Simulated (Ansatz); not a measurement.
An Ansatz (an electronic-structure program) run: CdTe with a change (uniaxial strain ε_zz = +0.50 %); LDA (Ansatz; PAW; 420 eV plane waves; no spin-orbit coupling).

Input:

Ansatz 0.2 input:
```yaml
crystal:
  lattice:
    - [0, 3.2043177815, 3.2203393704]
    - [3.2043177815, 0, 3.2203393704]
    - [3.2043177815, 3.2043177815, 0]
  atoms:
    - { symbol: Cd, position: [0, 0, 0] }
    - { symbol: Te, position: [0.25, 0.25, 0.25] }
basis: { ecutwfc: 420, ecutrho_ratio: 4, xc_grid: 2, fft_grid_basis: typed }
kpoints: { mp_grid: { grid: [9, 9, 9] } }
hamiltonian:
  xc: lda
  dispersion: none
  pseudopotentials: { kind: paw }
scf: { occupations: { method: fermi_dirac, width: 0.05 }, convergence: { dr2_threshold: 0.0000000002 } }
relax: { f_tol: 0.005, max_steps: 50 }
output: { forces: true, stress: true }
checkpoint: { write: state.ck, write_every: 1000 }
```

Output (explanatory and most iteration lines left out):

```
Relaxation: its limit of steps is 50 (relax.max_steps)
Pseudopotential: Cd, paw, valence charge 20
Pseudopotential: Te, paw, valence charge 16
Crystal: 2 atoms, lattice volume = 66.131 Å³
Basis set: ecut = 420 eV, 1259 PW (Γ), exchange–correlation on 64×64×64 points (8 copies of the dense FFT grid, shifted against one another)
Bands: 22, of which v1, the nominal top of the filled ones, is band 18 counted from 1 (17 counted from 0)
Symmetry: 8 space group operations
Space group: I-4m2 (ITA 119), of the structure as read, at distance tolerance 4.0e-5 Å
k-points: 75 of 729 (time reversal used)
Functional: x = slater, c = lda
SCF iter   1: F=—  HF=-14945.818792 eV  |F-HF|=—  |Δ(HF+E_count)|=         —  Δρ=6.60e-3  dr2=2.17e-2  ethr=1.77e-3  ⟨swp⟩=6.0  Hψ=7825  notcnv=0
SCF iter   2: F=—  HF=-14945.811417 eV  |F-HF|=—  |Δ(HF+E_count)|=   7.37e-3  Δρ=2.13e-3  dr2=1.30e-3  ethr=6.04e-5  ⟨swp⟩=3.0  Hψ=3900  notcnv=0
SCF 1 converged in 8 iterations: F = -14945.811312 eV  dr2 = 5.25e-11
relax step   1: F+E_penalty+E_count = -14945.81131218 eV  Δ(F+E_penalty+E_count) = +0.000e0 eV  max|allowed force component| = 4.944e-17 eV/Å  Δτ_max = 0.0000 Å  (8 SCF iters, accepted)
SCF converged after 8 iterations
Free energy (F): -14945.811312 eV
Internal energy: -14945.811301 eV  (E = F + TS)
E sigma→0 (E₀):  -14945.811306 eV
Entropy (-TS):   -0.000012 eV (-0.006 meV/atom)
Fermi energy:    7.892741 eV
--- Forces (eV/Å), atoms counted from 1 ---
  atom   1  Cd     0.00000000     0.00000000     0.00000000
  atom   2  Te    -0.00000000     0.00000000     0.00000000
--- Stress (GPa, compression-positive) ---
       -0.196765       0.000000      -0.000000
        0.000000      -0.196765       0.000000
       -0.000000       0.000000      -0.290540
  P = ⅓ Tr σ = -0.2280 GPa (-2.280 kbar)
--- Relaxed structure (1 steps of the walk, 1 accepted, 0 SCFs on fresh bases) ---
  atoms:
    - { symbol: Cd, position: [0.0, 0.0, 0.0] }
    - { symbol: Te, position: [0.25, 0.25, 0.25] }
```

Spin-orbit coupling, missing from the scalar runs, can matter with Te. Whether these cells are dynamically stable was not tested. The cell was made from CdTe in the zinc blende structure (space group F-43m, No. 216) by this change: uniaxial strain ε_zz = +0.50 %.
